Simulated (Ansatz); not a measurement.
A self-consistent single point of LaP (I4mm, 2 atoms in the cell) with Ansatz (an electronic-structure program).

Level of theory: LDA (PW92), default PAW files made with PBE (plane waves; Ansatz).

```
LaP
1.0
    0.00000     3.02415     3.02415
    3.02415     0.00000     3.02415
    3.02415     3.02415     0.00000
La P
1 1
Direct
  0.00827   0.00827   0.99173
  0.50000   0.50000   0.50000
```

Reference input (self-consistent single point, DFT, LDA (PW92), plane waves, default PAW files made with PBE): basis.ecutwfc = 420 eV; kpoints.mp_grid.grid = 9 9 9; hamiltonian.xc = lda; hamiltonian.pseudopotentials = {kind: paw} (the program's default PAW files); scf.occupations.method = fermi_dirac; scf.occupations.width = 0.1 eV. This run's input differs from it in these lines:

Ansatz 0.2 input:
```diff
@@ -12,3 +12,3 @@
   mp_grid:
-    grid: [9, 9, 9]
+    grid: [15, 15, 15]
 hamiltonian:
@@ -20,3 +20,3 @@
     method: fermi_dirac
-    width: 0.1 eV
+    width: 0.5 eV
 output:
```

Output (repeated stretches shortened):

```
SCF iter   1: F=—  HF=-6805.556814 eV  |F-HF|=—  |Δ(HF+E_count)|=         —  Δρ=1.62e-2  dr2=2.36e-1  ethr=1.77e-3  ⟨swp⟩=7.3  Hψ=81027  notcnv=0  defer=163
all-band conjugate gradients solve this SCF's bands
automatic band count: the SCF goes on with 34 bands, as 21 were too few: the levels above may hold too much charge
preconditioner: auto → Kerker (q_TF=auto, 2.219 Å⁻¹)
   [... lines left out ...]
SCF iter   3: F=—  HF=-6805.507213 eV  |F-HF|=—  |Δ(HF+E_count)|=   1.91e-2  Δρ=1.35e-3  dr2=1.69e-3  ethr=5.36e-4  ⟨swp⟩=1.0  Hψ=9054  notcnv=0  defer=207
SCF iter   4: F=—  HF=-6805.506973 eV  |F-HF|=—  |Δ(HF+E_count)|=   2.40e-4  Δρ=2.54e-4  dr2=2.13e-5  ethr=1.05e-5  ⟨swp⟩=2.3  Hψ=12905  notcnv=0  defer=207
SCF iter   5: F=—  HF=-6805.506969 eV  |F-HF|=—  |Δ(HF+E_count)|=   3.67e-6  Δρ=5.64e-5  dr2=2.02e-6  ethr=1.33e-7  ⟨swp⟩=2.0  Hψ=11667  notcnv=0  defer=207
SCF iter   6: F=-6805.506968 eV  HF=-6805.506968 eV  |F-HF|=3.16e-8  |Δ(HF+E_count)|=   5.75e-7  Δρ=8.10e-6  dr2=6.21e-8  ethr=6.25e-10  ⟨swp⟩=9.9  Hψ=55899  notcnv=0
SCF 1 converged in 6 iterations: F = -6805.506968 eV  dr2 = 6.21e-8
Free energy (F): -6805.506968 eV
Internal energy: -6804.511147 eV  (E = F + TS)
E sigma→0 (E₀):  -6805.009058 eV
Entropy (-TS):   -0.995821 eV (-497.911 meV/atom)
Fermi energy:    8.999208 eV
--- Forces (eV/Å), atoms counted from 1 ---
  atom   1  La     0.00000000     0.00000000    -0.17091177
  atom   2  P      0.00000000     0.00000000     0.17091580
--- Stress (GPa, compression-positive) ---
       -3.357341       0.000000       0.000000
        0.000000      -3.357341       0.000000
        0.000000       0.000000      -3.192073
  P = ⅓ Tr σ = -3.3023 GPa (-33.023 kbar)
  The stress holds the Pulay correction. Without it, at fixed plane waves, as pw.x and ABINIT print it: P = -3.3207 GPa
```

The run converged in 6 iterations. Against the reference run the free energy goes down by 167 meV/atom, the pressure goes from -3.99 to -3.30 GPa and the largest force goes from 0.113 to 0.171 eV/Å.

The starting cell comes from a database of computed structures (which also holds hypothetical and non-ambient phases and stackings), without a prior relaxation at this level. Its lattice was rescaled by up to half a per cent. One atom was moved a little off its site on purpose. With a pressure of about -3 GPa the cell is away from its equilibrium volume at this level. Ansatz's pressure includes its estimate of the finite-basis (Pulay) stress.

Cost on one core of a shared machine: roughly 50 s.
